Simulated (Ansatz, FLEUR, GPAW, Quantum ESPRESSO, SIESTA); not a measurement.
## Code comparison for Mg2Cu (Ibam, 6 atoms in the cell)

Self-consistent single point.

```
CELL_PARAMETERS angstrom
     -3.19527     3.20147     2.59491
      3.19527    -3.20147     2.59491
      3.19527     3.20147    -2.59491
ATOMIC_POSITIONS crystal
  Mg 0.66795 0.83211 0.50006
  Mg 0.33205 0.16789 0.49994
  Mg 0.83205 0.33211 0.16416
  Mg 0.16795 0.66789 0.83584
  Cu 0.75000 0.75000 0.00000
  Cu 0.25000 0.25000 0.00000
```

All programs got the same cell, k-point mesh and kind of occupations (in Ansatz's words: kpoints.mp_grid.grid = 5 5 5; scf.occupations.method = fermi_dirac; scf.occupations.width = 0.1 eV); potentials, basis and cutoffs are each program's usual ones.

```
code                                                                                                                                      model  pressure (GPa)  largest force (eV/Å)  k-points         cutoff
----------------  -----------------------------------------------------------------------------------------------------------------------------  --------------  --------------------  --------  -------------
SIESTA            GGA PBEsol, numerical atomic orbitals DZP, PseudoDojo PBEsol standard norm-conserving potentials (rewritten from UPF to PSML)            1.74                 0.012        63    grid 400 Ry
Ansatz                                                                                                          PBEsol, PAW files made with PBE           -0.22                 0.058        27        default
FLEUR                                                                           PBEsol, all-electron FLAPW (FLEUR), scalar-relativistic valence               –                 0.058        27  Kmax 4 1/bohr
GPAW                                                                                      PBEsol, GPAW PAW datasets PBEsol (made by gpaw-setup)           -0.06                 0.043        27         850 eV
Quantum ESPRESSO                                                                           PBEsol, SSSP 1.1.2 efficiency (PBE) pseudopotentials           -0.54                 0.057        27          50 Ry
```

A dash marks a value that a program does not give, or that is left out as unsure.

The spread over the programs that give each value: pressure within 2.28 GPa; largest force within 0.046 eV/Å.

The starting cell comes from a database of computed structures (which also holds hypothetical and non-ambient phases and stackings), without a prior relaxation at this level. On Ansatz's run: Spin polarisation is off.

Problem. Why do the programs differ, and what cannot be compared?

Solution. Differences of this kind can come from the potentials, where these differ, and from what each basis and cutoff leave unconverged. The valence holds different numbers of electrons (SIESTA 78, Ansatz (a program for electronic structure) 78, FLEUR 62, GPAW 62, Quantum ESPRESSO 46). The zero of total energies and Fermi levels follows the potentials and each program's conventions, so they are not compared here. SIESTA uses small atom-centred bases, whose incompleteness enters pressures, forces and empty levels differently from a plane-wave cutoff. FLEUR treats all electrons, but the usual bases taken here (sphere radii, linearisation, local orbitals, empty states) were not tested for convergence, so the values are no reference for the others. Ansatz's pressure is given at a fixed set of plane waves, as the other plane-wave codes print theirs. The programs reduce the same mesh by symmetry to different extents, which changes the work and not the result. In the pressure, SIESTA (by 1.96) lies more than 1 GPa from the median of the plane-wave programs.

Left out of this page: ABINIT (with a known weakness of the program); CP2K (unsound by tests on forces, stress, charge or solver warnings); Elk (not drawn, or without a comparable value).

Keys are those of Ansatz 0.2.
